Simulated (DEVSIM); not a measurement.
Device: Co/SiO2/n-Si capacitor, at 250 K.

Layer 1 from the left is SiO2, thickness (nm) 2.40. Layer 2 from the left is Si, thickness (nm) 14000, Nd (cm⁻³) 1.8e15.

Metal gate on the left, work function 5 eV. Fixed charge at the semiconductor interface -1.9e10 cm⁻² (in units of +e); no interface traps.

The device is made up for the run: typed textbook-type constants, with dimensions and the other settings drawn at random. Values at 300 K; Nc and Nv go as T^1.5, mobilities as T to minus their exponent, the gap by Varshni's rule with the affinity fixed.

SiO2: gap (eV) 9, affinity (eV) 0.9, permittivity 3.9. Si: gap (eV) 1.124, affinity (eV) 4.05, permittivity 11.7, Nc (cm⁻³) 2.86e19, Nv (cm⁻³) 3.1e19, Varshni α (eV/K) 0.000473, Varshni β (K) 636.

Q: Estimate by hand the flat-band voltage, the threshold voltage, and compare with a numerical solution.

A: 
- Flat-band voltage: C = 1.44 μF/cm², work-function difference 0.747 V; VFB = φms − qNf/C = 0.75 V; numerical 0.75 V.
- Threshold voltage: φF = 0.365 V, depletion charge √(4εqNφF) = 2.09e-8 C/cm²; VT = VFB − 2φF − Qd/C = 0.01 V; numerical 0.01 V.

Simulated with DEVSIM: 1D Poisson equation in equilibrium, Boltzmann statistics, complete ionisation; no quantum confinement or tunnelling. Metal contacts follow the ideal Schottky-Mott rule: no Fermi-level pinning, no interface dipoles.
